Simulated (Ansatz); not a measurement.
**Hypothetical I-4 MgIn2O4, response to strain**

Take MgIn$_{2}$O$_{4}$ (space group I-4, No. 82; a hypothetical phase, not in the database extracts checked) as the base.

```
CELL_PARAMETERS angstrom
     -2.38530     2.38530     4.94808
      2.38530    -2.38530     4.94808
      2.38530     2.38530    -4.94808
ATOMIC_POSITIONS crystal
  In 0.50000 0.50000 0.00000
  In 0.25000 0.75000 0.50000
  Mg 0.00000 0.00000 0.00000
  O  0.32918 0.84547 0.95286
  O  0.89261 0.37632 0.04714
  O  0.15453 0.10739 0.48371
  O  0.62368 0.67082 0.51629
```

Cartesian axes are those of the cell as printed.

Strains are applied to the cell and any free atomic positions relax.

Levels (all Ansatz, an electronic-structure program, PAW): PBEsol (420 eV, spin-orbit coupling left out); HSE06 (420 eV, spin-orbit coupling left out).

Band gaps by level, all at the geometries relaxed with PBEsol:

| case | PBEsol | HSE06 |
|---|---|---|
| base | 1.40 eV | 3.01 eV |
| tensor shear ε_xy = +1.16 % | 1.38 eV | 2.98 eV |
| strain tensor (xx, yy, zz, yz, xz, xy) = (−1.99, +1.06, −1.74, +0.46, +0.08, −2.27) % | 1.41 eV | 3.00 eV |

Single points use the geometry relaxed with PBEsol. HSE06 was sampled on its mesh, a few special points and the semilocal edge points, so its gap is an upper bound. Stability against distortions was not tested.
